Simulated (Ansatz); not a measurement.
Consider CuAu (space group P4/mmm, No. 123; a = 2.869 Å, c = 3.645 Å; relaxed with 0.1 eV smearing).

All numbers come from PBE (Ansatz, a program for electronic structure; PAW; 420 eV plane waves; scalar-relativistic without spin-orbit coupling).

Base values:

| Quantity | Value |
|---|---|
| Pressure | 0.0 GPa |
| Band gap | zero |

It is then changed as follows: an isotropic linear strain of −1.50 %; the atoms relax in the strained cell.

Task: Predict the new energy relative to the base, pressure and band gap.

Result: The energy goes up by 14 meV/atom; the pressure (mean of the normal stresses, compression positive) goes from zero to 7.2 GPa; the band gap remains zero.

No phonon test of stability was made. All final runs are without spin polarisation.
